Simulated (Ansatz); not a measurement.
Consider Os in the hcp (Mg type) structure (space group P6_3/mmc, No. 194; a = 2.7290 Å, c = 4.3091 Å; relaxed with 0.1 eV smearing). Axes: x lies along a and z along c of the hexagonal cell.

The values are results of DFT with PBEsol, PAW potentials and a 420 eV plane-wave cutoff in Ansatz (a program for electronic structure), no spin-orbit coupling, not measurements.

Base values:

```
Item                            Result
-----------------------------  -------
Shortest interatomic distance  2.669 Å
```

One thing is altered: compressive biaxial strain of 0.50 % in the plane normal to [001], as in epitaxy on a mismatched substrate; the out-of-plane cell vector and the atoms relax.

Task: What happens to the out-of-plane strain, shortest interatomic distance and in-plane stress?

Result: The out-of-plane strain amounts to +0.27 %; the shortest interatomic distance stays 2.669 Å; the mean in-plane stress (compression positive) comes out as +4.6 GPa.

Whether these cells are dynamically stable was not tested. The final runs are not spin-polarised.
